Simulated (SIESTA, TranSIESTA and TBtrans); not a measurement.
Run with TranSIESTA and TBtrans (open boundaries, self-consistent; PseudoDojo norm-conserving potentials, scalar-relativistic): Spin polarized, PAO.BasisSize DZP, PAO.EnergyShift 0.15 eV, XC.Authors PBE, Mesh.Cutoff 200 Ry, ElectronicTemperature 300 K, TS.Voltage 0.0 eV, TBT.Elecs.Eta 0.001 eV.

System: Ru chain with one bond stretched by 2.0 Å. Leads: straight Ru chain, spacing 2.385 Å. Geometry: as built, not relaxed.

Q: Give the largest eigenchannel transmissions at the Fermi level (four at most) and the total.

A: Up: 0.44, 0.0033, 0.0033 (total 0.45); down: 0.31, 0.00091, 0.00091 (total 0.32). The magnetic order of the leads was set by the start, and no other order was tried; the separate lead runs end at 1.62 (left) and 1.62 (right) μB an atom. The straight chain is held at its spacing; free chains may zigzag or dimerise.
